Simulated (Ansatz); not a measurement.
System: WIr3 (P6₃/mmc, No. 194, 8 atoms in the cell; start mp-30745). Method: PBEsol in Ansatz (PAW).

Run with plane-wave cutoff 520 eV, 12×12×12 k mesh, Fermi–Dirac smearing 0.05 eV, no spin polarisation, scalar-relativistic PAW data made under PBE.

Cell (relaxed at this level):

```
Ir3W
1.0
    5.48835     0.00000     0.00000
   -2.74417     4.75305     0.00000
    0.00000     0.00000     4.38355
Ir W
6 2
Cartesian
  1.37520   3.96267   3.28767
  1.36897   0.79038   1.09589
  2.74417   3.17230   1.09589
  0.00000   1.58075   3.28767
 -1.37520   3.96267   3.28767
  4.11937   0.79038   1.09589
  2.74417   1.58435   3.28767
  0.00000   3.16870   1.09589
```

### Question
Predict the bulk modulus.

### Answer

- bulk modulus: 386 GPa

Note: the run has no spin polarisation, so it can have missed a magnetic state; the bulk modulus is −V dP/dV from two relaxed cells at ±2 % in volume; the relaxation could not lower the start's symmetry, so the cell can be a saddle point above a distorted one.

Spin–orbit coupling is not included.

Computed values are for the static lattice.

Cost on a shared machine: very roughly 8 core-minutes.

A start named mp-… is a Materials Project structure, which need not be a measured phase.

Ansatz is an electronic-structure program.
